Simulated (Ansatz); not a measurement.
Ansatz (a first-principles code) run on Br (Cmce, 4 atoms in the cell): self-consistent single point.

Method of the run: LDA (PW92), PAW files made with PBE (plane waves; Ansatz).

```
Br
1.0
    2.28973    -3.40904     0.00000
    2.28973     3.40904     0.00000
    0.00000     0.00000     8.91358
Br
4
Direct
  0.86100   0.86100   0.88900
  0.63900   0.63900   0.38900
  0.36100   0.36100   0.61100
  0.13900   0.13900   0.11100
```

Reference input (self-consistent single point, DFT, LDA (PW92), plane waves, PAW files made with PBE): kpoints.mp_grid.grid = 6 6 3; hamiltonian.xc = lda; hamiltonian.pseudopotentials = {kind: paw} (the program's default PAW files); scf.occupations.method = gaussian; scf.occupations.width = 0.01 eV. This run's input differs from it in these lines:

```diff
@@ -22,3 +22,3 @@
     method: gaussian
-    width: 0.01
+    width: 0.5
 output:
```

The program printed (abridged):

```
SCF iter   1: F=—  HF=-10775.447703 eV  |F-HF|=—  |Δ(HF+E_count)|=         —  Δρ=3.51e-2  dr2=1.15e0  ethr=3.10e-3  ⟨swp⟩=5.7  Hψ=2289  notcnv=0
all-band conjugate gradients solve this SCF's bands
preconditioner: auto → Resta (q_TF=auto, 2.089 Å⁻¹)
SCF iter   2: F=—  HF=-10775.071768 eV  |F-HF|=—  |Δ(HF+E_count)|=   3.76e-1  Δρ=1.73e-2  dr2=2.96e-1  ethr=3.10e-3  ⟨swp⟩=1.0  Hψ=702  notcnv=0
   [... lines left out ...]
SCF iter   4: F=—  HF=-10774.959724 eV  |F-HF|=—  |Δ(HF+E_count)|=   2.23e-4  Δρ=3.09e-4  dr2=2.07e-4  ethr=7.23e-6  ⟨swp⟩=2.3  Hψ=1038  notcnv=0
SCF iter   5: F=—  HF=-10774.959724 eV  |F-HF|=—  |Δ(HF+E_count)|=   8.58e-7  Δρ=7.19e-5  dr2=9.24e-6  ethr=7.39e-7  ⟨swp⟩=2.0  Hψ=863  notcnv=0
SCF iter   6: F=—  HF=-10774.959725 eV  |F-HF|=—  |Δ(HF+E_count)|=   1.05e-6  Δρ=1.73e-5  dr2=4.03e-7  ethr=3.30e-8  ⟨swp⟩=2.3  Hψ=773  notcnv=0
SCF iter   7: F=-10774.959725 eV  HF=-10774.959725 eV  |F-HF|=2.67e-9  |Δ(HF+E_count)|=   3.33e-8  Δρ=3.27e-6  dr2=1.38e-8  ethr=3.57e-10  ⟨swp⟩=6.7  Hψ=2331  notcnv=0
SCF 1 converged in 7 iterations: F = -10774.959725 eV  dr2 = 1.38e-8
Free energy (F): -10774.959725 eV
Internal energy: -10774.932163 eV  (E = F + TS)
E sigma→0 (E₀):  -10774.945944 eV
Entropy (-TS):   -0.027561 eV (-6.890 meV/atom)
Fermi energy:    1.823945 eV
--- Forces (eV/Å), atoms counted from 1 ---
  atom   1  Br     0.13624944     0.00000000    -0.05793610
  atom   2  Br    -0.13624944     0.00000000    -0.05793610
  atom   3  Br     0.13624944     0.00000000     0.05793610
  atom   4  Br    -0.13624944     0.00000000     0.05793610
--- Stress (GPa, compression-positive) ---
       -3.365321       0.000000       0.000000
        0.000000      -1.056421       0.000000
        0.000000       0.000000      -4.158275
  P = ⅓ Tr σ = -2.8600 GPa (-28.600 kbar)
  The stress holds the Pulay correction. Without it, at fixed plane waves, as pw.x and ABINIT print it: P = -2.8772 GPa
```

The run converged in 7 iterations. Against the reference run the free energy hardly moves (within 1 meV/atom), the pressure moves little (-2.91 to -2.86 GPa) and the largest force goes from 0.153 to 0.148 eV/Å.

The starting cell has typed, rounded lattice constants, without a prior relaxation at this level. Its lattice was rescaled by a random factor within 2.5 % of one. Ansatz's pressure includes its estimate of the finite-basis (Pulay) stress.

Keys are those of Ansatz 0.2.
